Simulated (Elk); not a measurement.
Band structure of TiTe (F-43m, 2 atoms in the cell).

```
CELL_PARAMETERS angstrom
      0.00000     3.34645     3.34645
      3.34645     0.00000     3.34645
      3.34645     3.34645     0.00000
ATOMIC_POSITIONS crystal
  Te 0.25000 0.25000 0.25000
  Ti 0.00000 0.00000 0.00000
```

Method of the run: PBE, all-electron FP-LAPW, Elk's shipped species files, LAPW+lo basis run with Elk.

Settings: xctype = 20; rgkmax = 7.5; stype = 1; swidth = 0.00183747 Ha; ngridk = 5 5 5; vkloff = 0.5 0.5 0.5; gmaxvr = 14 1/bohr; nxoapwlo = 1.

The starting cell was generated: these elements placed on a structure prototype, without a prior relaxation; it need not be a known phase or ordering of this composition. Its lattice was rescaled by a random factor within 2.5 % of one. Spin-orbit coupling is off. Spin polarisation is off, so a magnetic state, if there is one, cannot be reached. Values depend on the basis (sphere radii, cutoffs, local orbitals), which need not be converged.

Levels in eV from the Fermi level, bands 11 to 18:
```csv
point,11,12,13,14,15,16,17,18
Γ,-2.90,-2.90,-2.90,0.06,0.06,0.79,2.11,2.11
X,-4.37,-2.91,-2.91,-0.45,0.04,0.34,0.49,0.49
W,-3.88,-3.63,-3.00,-0.45,-0.04,0.26,0.58,0.96
K,-4.08,-3.47,-2.87,-0.41,0.14,0.15,0.67,0.80
L,-4.38,-2.83,-2.83,0.13,0.16,0.16,1.18,1.18
U,-4.08,-3.47,-2.87,-0.41,0.14,0.15,0.67,0.80
```

Bands cross the Fermi level along this path, so the cell is metallic at this level.
